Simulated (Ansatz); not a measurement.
The starting structures come from a database of crystals and need not be the phases stable at ambient conditions.

 Where the default PAW files enter, the runs use the earlier of Ansatz's two default sets.

Tunnelling through a barrier is set by its complex band structure: the current falls as exp(−2κd) with the smallest κ.

Data:

```yaml
crystal:
  lattice:
    - [5.93663, 0.00000, 0.00000]
    - [0.00000, 5.93663, 0.00000]
    - [2.96832, -2.96832, 4.92922]
  atoms:
    - { symbol: Ge, position: [0.25000, 0.25000, 0.50000] }
    - { symbol: Ge, position: [0.00000, 0.00000, 0.00000] }
    - { symbol: Se, position: [0.36296, 0.62500, 0.75000] }
    - { symbol: Se, position: [0.62500, 0.88704, 0.25000] }
    - { symbol: Se, position: [0.88704, 0.12500, 0.75000] }
    - { symbol: Se, position: [0.12500, 0.36296, 0.25000] }
```

Space group of this cell: I-42d. The cell is strained (lengths along the current scaled by 1.03, ions clamped); by PBEsol its mean pressure is -1.5 GPa.

Transport runs along the normal of the first two printed cell vectors, the (001) (indices of the unstrained crystal) plane of the conventional cell.

The gap is the functional's own, uncorrected, and κ follows it; spin-orbit coupling is left out. Mid-gap values are interpolated between the computed energies.

Question: Compute, with PBEsol (Ansatz, a quantum-chemistry and plane-wave program), the band gap and the smallest decay constant κ at mid-gap.

Answer: Gap 1.59 eV on a 6×6×6 mesh; κ = 0.157 1/Å, at the zone centre.
